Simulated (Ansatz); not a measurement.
**Al in the fcc (Cu type) structure (space group Fm-3m, No. 225)**

```yaml
crystal:
  lattice:
    - [0.00000, 2.02024, 2.02024]
    - [2.02024, 0.00000, 2.02024]
    - [2.02024, 2.02024, 0.00000]
  atoms:
    - { symbol: Al, position: [0.00000, 0.00000, 0.00000] }
```

Method: PBE (Ansatz, a first-principles code, PAW, scalar-relativistic without spin-orbit coupling). Settings: 20×20×20 k-points, 0.05 eV Fermi–Dirac smearing.

Volume per atom: 16.49 Å³
Density: 2.72 g/cm³
Band gap: zero
Total energy: -537.502 eV/atom (σ→0; compares only within this code and set-up)

Whether these cells are dynamically stable was not tested.
